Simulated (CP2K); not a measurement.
CP2K run on LuPd₃ (Pm-3m, 4 atoms in the cell): self-consistent single point.

Method: PBEsol, GPW, DZVP-MOLOPT-SR-GTH basis, GTH-PBE potentials (GTH_POTENTIALS) (CP2K).

```xyz
4
Lattice="4.0290 0.0000 0.0000 0.0000 4.0290 0.0000 0.0000 0.0000 4.0290" Properties=species:S:1:pos:R:3 pbc="T T T"
Lu     0.0000     0.0000     0.0000
Pd     0.0000     2.0145     2.0145
Pd     2.0145     0.0000     2.0145
Pd     2.0145     2.0145     0.0000
```

Reference input (self-consistent single point, DFT PBEsol, GPW, DZVP-MOLOPT-SR-GTH basis, GTH-PBE potentials (GTH_POTENTIALS)): CUTOFF = 500 Ry; REL_CUTOFF = 60 Ry; SMEAR/METHOD = METHFESSEL_PAXTON; SIGMA = 0.136 eV; KPOINTS/SCHEME = MONKHORST-PACK 5 5 5; XC_FUNCTIONAL = PBE:PBESOL; Lu/BASIS_SET = DZVP-MOLOPT-SR-GTH; Lu/POTENTIAL = GTH-PBE-q25; Pd/BASIS_SET = DZVP-MOLOPT-SR-GTH; Pd/POTENTIAL = GTH-PBE-q18; METHOD = GPW; EPS_DEFAULT = 1e-10. This run's input differs from it in these lines:

```diff
@@ -36,4 +36,4 @@
       &SMEAR ON
-        METHOD METHFESSEL_PAXTON
-        SIGMA [eV] 0.136
+        METHOD FERMI_DIRAC
+        ELECTRONIC_TEMPERATURE [K] 3481.36
       &END SMEAR
```

The program printed (abridged):

```
 SCF WAVEFUNCTION OPTIMIZATION

  Step     Update method      Time    Convergence         Total energy    Change
     1 NoMix/Diag. 0.20E+00      -     2.20881684      -644.9473184469 -6.45E+02
     2 Broy./Diag. 0.20E+00      -     0.18159672      -656.5827007705 -1.16E+01
     3 Broy./Diag. 0.20E+00      -     0.11506656      -648.8833902660  7.70E+00
     4 Broy./Diag. 0.20E+00      -     0.01855247      -644.2443567209  4.64E+00
     5 Broy./Diag. 0.20E+00      -     0.01478867      -643.5611616044  6.83E-01
     6 Broy./Diag. 0.20E+00      -     0.00308886      -643.8257452322 -2.65E-01
   [... 4 lines left out ...]
    11 Broy./Diag. 0.20E+00      -     0.00007398      -643.9397492382 -4.37E-04
    12 Broy./Diag. 0.20E+00      -     0.00000124      -643.9389220559  8.27E-04
    13 Broy./Diag. 0.20E+00      -     0.00000401      -643.9389162509  5.80E-06
    14 Broy./Diag. 0.20E+00      -     0.00000024      -643.9389637704 -4.75E-05
  *** SCF run converged in    14 steps ***

  Overlap energy of the core charge distribution:               0.00000000000006
  Self energy of the core charge distribution:              -1024.14999126670114
  Core Hamiltonian energy:                                    257.94105855545388
  Hartree energy:                                             182.77741257431617
  Exchange-correlation energy:                                -60.48892976903944
  Electronic entropic energy:                                  -0.01851387035865
  Fermi energy:                                                 0.50195476605274

  Total energy:                                              -643.93896377042654
  Total energy (extrapolated to T->0):                       -643.92970683524720

   [... lines left out ...]

 STRESS| Analytical stress tensor [bar]
 STRESS|                        x                   y                   z
 STRESS|      x       -5.85458958438E+03   2.92509338989E-01   2.92509342079E-01
 STRESS|      y        2.92509338989E-01  -5.85458725777E+03   2.92509343409E-01
 STRESS|      z        2.92509342079E-01   2.92509343409E-01  -5.85459238708E+03
 STRESS| 1/3 Trace                                            -5.85458974308E+03
```

The run converged in 14 iterations. Against the reference run the free energy goes down by 75.4 meV/atom and the pressure goes from -1.27 to -0.59 GPa.

The starting cell comes from a database of published, mostly measured structures (it also holds non-ambient and calculated ones), without a prior relaxation at this level. Spin polarisation is off. Values carry the incompleteness of an atom-centred basis. The potentials were made for another functional than the one used.

Cost on one core of a shared machine: roughly 3 min.
